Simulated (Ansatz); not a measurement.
Consider LaN in the zinc blende structure (space group F-43m, No. 216; a = 5.5465 Å; a hypothetical phase, not in the database extracts checked).

The change: cell and atoms relaxed at a pressure of 1.5 GPa.

Levels (all Ansatz, a quantum-chemistry and plane-wave program, PAW): PBEsol (420 eV, without spin-orbit coupling); PBEsol+SOC (420 eV, spin-orbit coupling included).

The geometry is relaxed with PBEsol.

PBEsol width of the top valence band: 2.15 eV
PBEsol pressure: 1.50 GPa
PBEsol lowest conduction level above the VBM at special points: Γ 1.07 eV; U 2.06 eV; K 2.06 eV; X 2.25 eV
PBEsol electron mass: 0.39 mₑ (at Γ)

Question: How does going to PBEsol+SOC change the width of the top valence band, pressure, lowest conduction level above the VBM at special points and electron mass?

Answer: The width of the top valence band rises by 0.096 eV to 2.24 eV; the pressure shrinks by 0.07 GPa, from 1.50 GPa to 1.43 GPa; the lowest conduction level above the VBM at special points goes from Γ 1.07 eV; U 2.06 eV; K 2.06 eV; X 2.25 eV to Γ 0.98 eV; U 1.89 eV; K 1.89 eV; X 2.16 eV; the electron mass stays 0.39 mₑ (at Γ).

Single points use the geometry relaxed with PBEsol. Differences between runs with and without spin-orbit coupling are approximate. The levels and masses belong to the bands next to the band gap. Load acts through the strain it causes; cell and atoms are relaxed under it. Effective masses come from finite differences of ±0.01 Å⁻¹. Whether these cells are dynamically stable was not tested.
